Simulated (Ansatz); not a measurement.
System: interstitial F in orthorhombic CsPbCl3 (charge state -1). Method: PBE, PAW (plane waves to 420 eV; Ansatz, an electronic-structure program).

80-site cell at the relaxed PBE lattice, the Γ point alone, smearing 0.01 eV, spin-restricted, no finite-size correction. Energies are static. Spin-orbit coupling is left out. The charge state is imposed; whether it is stable for some Fermi level was not computed. Sites that were not tried may lie lower.

Barriers: single points on a 2×2×2 k-point mesh shifted by half a step at the bands' geometries (they differ from the bands' own by up to 0.14 eV, and are uncertain by about as much).

Relaxed starting cell (atoms counted from 1):

```xyz
81
Lattice="16.2618 0.0000 0.0000 0.0000 11.3728 0.0000 0.0000 0.0000 15.8872" Properties=species:S:1:pos:R:3 pbc="T T T"
Cs     7.8792     8.6114    -0.0401
Cs     7.5242     8.4757     8.2339
Cs    15.8740     8.4878     0.4739
Cs    16.2942     8.6711     7.5085
Cs     3.5688     8.6083     3.9978
Cs     3.6990     8.3098    11.4602
Cs    12.0563     8.5642     3.9886
Cs    11.7782     8.5437    11.6991
Cs     4.5602     2.4411     3.8500
Cs     4.5058     2.9676    12.0641
Cs    12.5372     3.0050     3.9966
Cs    12.6301     2.9061    12.2318
Cs     0.0582     2.6254     8.3181
Cs     0.5640     2.9410    15.5963
Cs     8.3604     3.0799     7.6578
Cs     8.5274     2.9823    15.7599
Pb     0.2927     5.5080     4.2568
Pb    -0.0566     5.7815    11.9546
Pb     8.0666     5.7737     3.9178
Pb     8.1370     5.6882    11.8532
Pb    -0.0286     0.2026     3.9208
Pb     0.0252    -0.1301    12.0672
Pb     8.2109    -0.0985     4.0486
Pb     8.1350     0.0768    11.8665
Pb     4.1443    -0.0850    -0.1080
Pb     4.0061     0.1234     8.0324
Pb    12.2104     0.0039     0.0029
Pb    12.1473     0.1042     8.0053
Pb     4.1205     5.8082    -0.0197
Pb     3.3441     5.6694     7.2692
Pb    12.2449     5.7727     0.0977
Pb    12.2316     5.7313     7.9397
Cl     4.1005     8.4546     7.6801
Cl     4.4928     8.6836    14.8276
Cl    12.7524     8.4271     7.4137
Cl    12.5603     8.6606    15.0593
Cl    -0.2515     8.7668     4.0648
Cl     0.4540     8.6537    12.9791
Cl     8.6089     8.6992     4.9693
Cl     8.3259     8.5102    12.4356
Cl     8.0132     3.0365     3.3083
Cl     7.8978     2.7838    11.0198
Cl    15.8505     3.0156     2.9606
Cl    16.1852     2.9872    11.7548
Cl     4.1160     3.0140     0.4687
Cl     3.6811     2.7831     8.7750
Cl    11.9260     2.9522     0.5861
Cl    11.8750     2.7458     8.8296
Cl     5.9197     6.4940     2.1439
Cl     5.9407     5.9573    10.2158
Cl    13.9022     6.1124     2.3730
Cl    13.7782     5.9343    10.3972
Cl     5.8710    10.8188     2.2460
Cl     5.7523    10.9472    10.2955
Cl    13.8497    11.1349     2.3071
Cl    13.9365    11.1029    10.2668
Cl     1.8460    11.0757     1.7081
Cl     1.6736    10.8952     9.6948
Cl     9.9456    10.8205     1.7919
Cl     9.8448    10.8046     9.5928
Cl     6.0094     5.2825     5.8894
Cl     6.4362     5.3164    14.1869
Cl    14.5757     5.0741     6.3383
Cl    14.6337     5.3918    14.3081
Cl     2.2498     0.0139     5.7305
Cl     2.3875     0.5474    13.5783
Cl    10.4140     0.6869     5.6992
Cl    10.4198     0.4917    13.6043
Cl     6.3449     0.4538     6.2572
Cl     6.4789     0.5770    14.2171
Cl    14.4479     0.5334     6.2168
Cl    14.5634     0.5206    14.3102
Cl     1.9433     6.1380     1.8702
Cl     1.4674     6.0285     9.4224
Cl     9.9082     6.3035     1.7203
Cl     9.8700     6.2012     9.5431
Cl     1.9697     3.7102     5.6203
Cl     2.3861     5.4024    13.5429
Cl    10.4045     5.3277     5.6843
Cl    10.5110     5.3220    13.6680
F      1.9078     6.7705     5.7936
```
Cell charge -1.

End state 1 differs by these moves (Å; atoms that move under 0.25 Å are left out):

```tsv
atom	element	Δx	Δy	Δz
6	Cs	0.00	0.53	0.00
9	Cs	0.00	0.89	0.00
13	Cs	0.00	0.53	0.00
15	Cs	0.00	-0.38	0.00
17	Pb	-0.32	0.07	-0.34
21	Pb	0.32	0.07	0.34
26	Pb	-0.66	-0.02	-0.76
30	Pb	0.66	-0.02	0.76
35	Cl	0.00	0.30	0.00
37	Cl	0.00	-0.38	0.00
41	Cl	0.00	-0.30	0.00
43	Cl	0.00	-0.25	0.00
45	Cl	0.00	-0.25	0.00
48	Cl	0.00	0.29	0.00
50	Cl	-0.19	0.24	0.08
54	Cl	0.19	0.24	-0.08
58	Cl	-0.21	0.23	-0.27
61	Cl	0.34	0.04	0.37
65	Cl	-0.28	2.05	-0.11
69	Cl	-0.34	0.04	-0.37
74	Cl	0.21	0.23	0.27
77	Cl	0.28	2.05	0.11
81	F	0.00	3.61	0.00
```

**Question.** What forward and backward barriers to end state 1 does PBE, PAW give?

**Answer.** forward 0.16 eV, backward 0.16 eV; at the saddle point atom 81 has neighbours Cl at 3.06; Cs at 3.08; 2 Pb at 2.46 Å. The saddle point's order was not checked, and it lies on a symmetry element of the cell, where a band can be held.
